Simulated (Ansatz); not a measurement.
Take Ta2O5 (space group C2, No. 5; a = 5.9244 Å, b = 5.0763 Å, c = 5.7491 Å, α = γ = 90.00°, β = 117.45°; a cell from a computed database, its experimental status unchecked) as the base.

It is then changed as follows: cell and atoms relaxed at a pressure of 1.5 GPa.

Levels (all Ansatz, a program for electronic structure, PAW): PBEsol (420 eV, no spin-orbit coupling); HSE06 (420 eV, no SOC).

The geometry is relaxed with PBEsol.

- PBEsol band gap: 2.36 eV

**Question.** Predict the band gap from HSE06.

**Answer.** The band gap increases by 1.392 eV (2.36 eV → 3.76 eV).

Single points use the geometry relaxed with PBEsol. The hybrid gap comes from the SCF mesh plus the semilocal run's edge points and a few special points and is an upper bound. With Ta present, leaving out spin-orbit coupling can change the band edges. Load acts through the strain it causes; cell and atoms are relaxed under it. Whether these cells are dynamically stable was not tested.
